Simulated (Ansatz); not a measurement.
Fermi-surface data of AuCu3 (Pm-3m)

Consider the following.

```
AuCu3
1.0
    3.78300     0.00000     0.00000
    0.00000     3.78300     0.00000
    0.00000     0.00000     3.78300
Cu Au
3 1
Direct
  0.00000   0.50000   0.50000
  0.50000   0.00000   0.50000
  0.50000   0.50000   0.00000
  0.00000   0.00000   0.00000
```

Level of theory: PBE, rigid bands (plane waves, PAW, scalar-relativistic; Ansatz, a quantum-chemistry and plane-wave program). Condition of this run: functional PBE, cell relaxed with it. Geometry: cell and atoms relaxed with PBE.

density of states at the Fermi level: 1.16 states/(eV·cell), both spins
bare Sommerfeld coefficient: 0.68 mJ/(mol of atoms·K²)
Drude plasma energy: 7.3 eV
root-mean-square Fermi velocity: 9.7e5 m/s
resistivity times τ: 9.2 ×10⁻²² Ω·m·s

A metal at this level (no band gap); rigid bands, thermally averaged at 300 K, both spins. Spin-orbit coupling is left out, which matters with elements this heavy. τ is one relaxation time for all states.
